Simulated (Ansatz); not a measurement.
We consider GeS (model structure, started from the wurtzite type, P6₃mc, No. 186, 4 atoms in the cell), described by PBEsol in Ansatz (PAW).

Run with plane-wave cutoff 500 eV, 12×12×6 k mesh (along the axes of the cell as run), Fermi–Dirac smearing 0.05 eV, scalar-relativistic PAW data made under PBE.

Cell (relaxed at this level):

```
CELL_PARAMETERS angstrom
      4.53220     0.00000     0.00000
     -2.26610     3.92500     0.00000
      0.00000     0.00000     5.43072
ATOMIC_POSITIONS crystal
  Ge 0.66667 0.33333 0.04055
  Ge 0.33333 0.66667 0.54055
  S  0.66667 0.33333 0.58465
  S  0.33333 0.66667 0.08465
```

**Question.** Estimate the band gap that the calculation returns.

**Answer.** 
- band gap = 0.59 eV (on the SCF k mesh)

Note: the relaxation could raise the start's symmetry but not lower it, so the cell can be a saddle point.

Spin–orbit coupling is not included.

Static lattice: no zero-point or thermal effects.

Cost on a shared machine: roughly 4 core-minutes.

A model structure was made by putting elements into a prototype or built by hand; it is no filed structure, need not be a known phase, and can be a saddle point held by its symmetry.

Ansatz is a program for electronic structure.
